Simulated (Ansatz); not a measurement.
## A computed series for hypothetical fluorite TeO2: carrier doping

The reference is TeO₂ in the fluorite structure (space group Fm-3m, No. 225; a = 5.324 Å; a hypothetical phase, not in the database extracts checked).

Carriers are added at fixed cell with a uniform background; the Fermi–Dirac width is that of 300 K.

Computed with Ansatz (a first-principles code), PBEsol, PAW, cutoff 420 eV, without spin-orbit coupling.

Notes on the quantities. Fermi level from band edge: Fermi level relative to the doped band's edge (positive inside the band; to 0.05 eV).

```json
[
 {"electron density (10^21 cm⁻³)": "1.5", "Fermi level from band edge (eV)": "0.35"},
 {"electron density (10^21 cm⁻³)": "2", "Fermi level from band edge (eV)": "0.45"},
 {"electron density (10^21 cm⁻³)": "7", "Fermi level from band edge (eV)": "?"},
 {"electron density (10^21 cm⁻³)": "10", "Fermi level from band edge (eV)": "1.05"}
]
```

Question: Fit E_F = C n^s, fitted as a line in log–log form (a parabolic band gives s = 2/3) to the rows shown and predict the withheld row.

Answer: Least squares on the printed values gives C = 0.29 eV, s = 0.56 (largest residual 0.02 eV); this predicts 0.87 eV, and the run gives 0.90 eV, in agreement.

Charged cell with a jellium background: band edges are those of the host's band count, energies are not comparable with the neutral cell, and many-body gap narrowing is missing. Whether these cells are dynamically stable was not tested.
